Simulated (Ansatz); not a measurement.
Several settings converged on the (001) slab of Zn2SeS (cut from a parent of space group no. 115; 8 atoms in the cell)

```yaml
crystal:
  lattice:
    - [3.92102, 0.00000, 0.00000]
    - [0.00000, 3.92102, 0.00000]
    - [0.00000, 0.00000, 23.76499]
  atoms:
    - { symbol: Zn, position: [0.50000, 0.00000, 0.41717] }
    - { symbol: Zn, position: [0.00000, 0.50000, 0.29455] }
    - { symbol: Se, position: [0.00000, 0.00000, 0.35586] }
    - { symbol: S, position: [0.50000, 0.50000, 0.47239] }
    - { symbol: Zn, position: [0.50000, 0.00000, 0.65023] }
    - { symbol: Zn, position: [0.00000, 0.50000, 0.52761] }
    - { symbol: Se, position: [0.00000, 0.00000, 0.58892] }
    - { symbol: S, position: [0.50000, 0.50000, 0.70545] }
```

Base method: PBEsol, default PAW files made with PBE (plane waves; Ansatz, a program for electronic structure).

Base settings: basis.ecutwfc = 420 eV; kpoints.mp_grid.grid = 5 5 1; hamiltonian.xc = pbesol; hamiltonian.pseudopotentials = {kind: paw} (the program's default PAW files); scf.occupations.method = fermi_dirac; scf.occupations.width = 0.05 eV.

The count of work is k-points × plane waves × bands × iterations; it is no time. 

**The vacuum with a dipole correction**

In this ladder: efield.axis = 3; efield.dipole_correction = true.

The mesh stays at the base's, so the ladder's end is converged at best in this setting alone.

Only quantities that move along the ladder and can be compared are tabulated.

```csv
vacuum between outermost atoms (Å),free energy less the last step's (meV/atom),largest difference of a force vector from the last step's (eV/Å)
6.0,0.76,0.030
8.0,0.17,0.003
10.0,0.02,0.000
14.0,0.00,0.000
20.0,0.00,0.000
```

Smallest vacuum between outermost atoms (Å) that holds the forces within 0.005 eV/Å of the last step, with all finer ones: 8.0; the step before is off by 0.030 eV/Å.

Smallest vacuum between outermost atoms (Å) that holds the free energy within 0.5 meV/atom of the last step, with all finer ones: 8.0; the step before is off by 0.76 meV/atom.

**The plane-wave cutoff**

The mesh stays at the base's, so the ladder's end is converged at best in this setting alone.

Only quantities that move along the ladder and can be compared are tabulated.

| basis.ecutwfc | free energy less the last step's (meV/atom) | largest difference of a force vector from the last step's (eV/Å) | count of work / last |
|---|---|---|---|
| 210 eV | 2921.64 | 0.087 | 0.16 |
| 250 eV | 662.53 | 0.087 | 0.18 |
| 295 eV | 88.53 | 0.039 | 0.24 |
| 355 eV | 5.11 | 0.006 | 0.27 |
| 420 eV | 1.37 | 0.001 | 0.36 |
| 505 eV | 0.27 | 0.000 | 0.46 |
| 630 eV | 0.07 | 0.000 | 0.74 |
| 840 eV | 0.00 | 0.000 | 1.0 |

Coarsest basis.ecutwfc that holds the free energy within 2 meV/atom of the last step, with all finer ones: 420 eV, at 0.36 of the last step's count of work; the step before is off by 5.1 meV/atom.

Coarsest basis.ecutwfc that holds the forces within 0.01 eV/Å of the last step, with all finer ones: 355 eV, at 0.27 of the last step's count of work; the step before is off by 0.039 eV/Å.

On the base run: the starting cell comes from a database of computed structures (which also holds hypothetical and non-ambient phases and stackings), without a prior relaxation at this level. The slab is cut from that crystal, and its faces are unrelaxed. Its lattice was rescaled by up to half a per cent. Spin polarisation is off, though cut faces can carry moments; the slab shows no gap.

Keys are those of Ansatz 0.2.
